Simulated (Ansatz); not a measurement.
Pd under a change: 6 layers

Consider Pd in the fcc (Cu type) structure (space group Fm-3m, No. 225; a = 3.908 Å). Axes: x, y, z lie along the cube axes.

One thing is altered: a free-standing slab of 6 layers (6 atoms, 1 a layer) is cut normal to [111], with 15 Å of vacuum and the in-plane cell held at bulk.

Level of theory: r2SCAN/PAW in Ansatz (an electronic-structure program), scalar-relativistic without spin-orbit coupling. Settings: 19×19×1 k-points, 0.05 eV Fermi–Dirac smearing, for the changed cell.

```json
[
 {"quantity": "layer's space group (with vacuum)", "base": "–", "changed": "P-3m1 (No. 164)", "shift": "–"},
 {"quantity": "band gap", "base": "zero", "changed": "zero", "shift": "–"},
 {"quantity": "excess energy per area of both faces (slab less bulk energy over the cell's area: twice a surface energy) (uncertain by up to 0.1 J/m²)", "base": "–", "changed": "3.1 J/m²", "shift": "–"},
 {"quantity": "thickness between the outermost nuclei", "base": "–", "changed": "11.29 Å", "shift": "–"},
 {"quantity": "change of the spacing d23 from its bulk value of 2.256 Å", "base": "–", "changed": "-0.4 %", "shift": "–"}
]
```

Cost of the whole job for the changed cell (relaxation, final SCF and bands): about 3 core-minutes (a rough figure).

The excess energy carries the mismatch between the slab's and the bulk's meshes. No phonon test of stability was made. All final runs are without spin polarisation. Pd has a high density of states at the Fermi level and may be magnetic at this level.
